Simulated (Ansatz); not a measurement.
AlB2-type MgB₂, treated with r²SCAN (PAW; Ansatz, a program for electronic structure).

Run with plane-wave cutoff 600 eV, 18×18×12 k mesh (along the axes of the cell as run), Fermi–Dirac smearing 0.1 eV, finite displacements, scalar-relativistic PAW data made under PBE.

The cell has the measured lattice parameters. Conventional cell: a = 3.0834 Å, b = 3.0834 Å, c = 3.5213 Å, α = 90.00°, β = 90.00°, γ = 120.00°.

```xyz
3
Lattice="3.0834 0.0000 0.0000 -1.5417 2.6703 0.0000 0.0000 0.0000 3.5213" Properties=species:S:1:pos:R:3 pbc="T T T"
Mg     0.0000     0.0000     0.0000
B      1.5417     0.8901     1.7607
B      0.0000     1.7802     1.7607
```

Harmonic phonon frequencies (cm⁻¹; i marks an imaginary mode):

```csv
q point,frequencies
Γ,0 0 0 336 336 395 550 550 704
M,256 260 332 432 474 509 704 715 767
A,228 228 230 230 317 390 498 498 637
```

No imaginary mode appears at these points.

Note: the cell isn't this level's own, so it is under some stress, which shifts stiffness and frequencies.
